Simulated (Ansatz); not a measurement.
Cu: uniaxial strain ε_zz = −0.54 %

Start from Cu in the fcc (Cu type) structure (space group Fm-3m, No. 225; a = 3.563 Å; relaxed with 0.1 eV smearing). Axes: x, y, z lie along the cube axes.

It is then changed as follows: the cell is compressed by 0.54 % along z with no lateral relaxation; the atoms relax in the strained cell.

Computed with Ansatz (a quantum-chemistry and plane-wave program), PBEsol, PAW, cutoff 420 eV, no spin-orbit coupling, earlier PAW set. Γ-centred 32×32×32 mesh, Fermi–Dirac width 0.1 eV.

The volume per atom drops by 0.06 Å³, from 11.31 Å³ to 11.25 Å³ and the space group goes from Fm-3m (No. 225) to I4/mmm (No. 139). The shortest interatomic distance decreases by 0.007 Å (2.520 Å → 2.513 Å) and the energy is nearly the same. The pressure (mean of the normal stresses, compression positive) goes from zero to 0.9 GPa and the band gap is still zero. The stress (xx, yy, zz, yz, xz, xy; compression positive) comes out as (0.8, 0.8, 1.1, 0.0, 0.0, 0.0) GPa.

Cost of the whole job for the changed cell (relaxation, final SCF and bands): about 40 core-seconds (a rough figure).

Stability against distortions was not tested. All final runs are without spin polarisation.
